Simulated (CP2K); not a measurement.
Band structure of CaC2 (C2/c, 6 atoms in the cell).

```
CELL_PARAMETERS angstrom
      3.95505     0.00000     0.00000
      1.70190     3.57014     0.00000
     -1.88516    -1.18974     7.14948
ATOMIC_POSITIONS crystal
  Ca 0.17452 0.82548 0.75000
  Ca 0.82548 0.17452 0.25000
  C  0.42071 0.13967 0.56012
  C  0.57929 0.86033 0.43988
  C  0.86033 0.57929 0.93988
  C  0.13967 0.42071 0.06012
```

Method: PBEsol, GPW, DZVP-MOLOPT-SR-GTH basis, GTH-PBE potentials (GTH_POTENTIALS) (CP2K).

Settings: CUTOFF = 500 Ry; REL_CUTOFF = 50 Ry; KPOINTS/SCHEME = MONKHORST-PACK 5 5 3; XC_FUNCTIONAL = PBE:PBESOL; Ca/BASIS_SET = DZVP-MOLOPT-SR-GTH-q10; Ca/POTENTIAL = GTH-PBE-q10; C/BASIS_SET = DZVP-MOLOPT-SR-GTH-q4; C/POTENTIAL = GTH-PBE-q4; METHOD = GPW; EPS_DEFAULT = 1e-11; EXTRAPOLATION = USE_GUESS; NGRIDS = 5; SCF_GUESS = ATOMIC; EPS_SCF = 1e-06.

The starting cell comes from a database of computed structures (which also holds hypothetical and non-ambient phases and stackings), without a prior relaxation at this level. Its lattice was rescaled by a random factor within 2.5 % of one. Values carry the incompleteness of an atom-centred basis. The potentials were made for another functional than the one used.

Question: Predict the gap along the standard path and the places of the band edges.

Answer: The gap along the path is 1.85 eV, from a point between X1|X and Γ to Y; the smallest direct gap on it is 2.61 eV.

Levels in eV from the top of the valence band on the SCF mesh, bands 15 to 19:
```
point     15     16     17     18    19
-----  -----  -----  -----  -----  ----
Γ      -0.89  -0.88  -0.56  -0.37  3.07
Y      -1.24  -1.15  -0.83  -0.76  1.85
F      -1.28  -1.18  -0.77  -0.72  1.99
L      -1.31  -1.31  -0.62  -0.62  3.25
Z      -0.78  -0.78  -0.34  -0.34  3.75
```

Higher empty bands are left out: an atom-centred basis made for the valence describes them poorly.
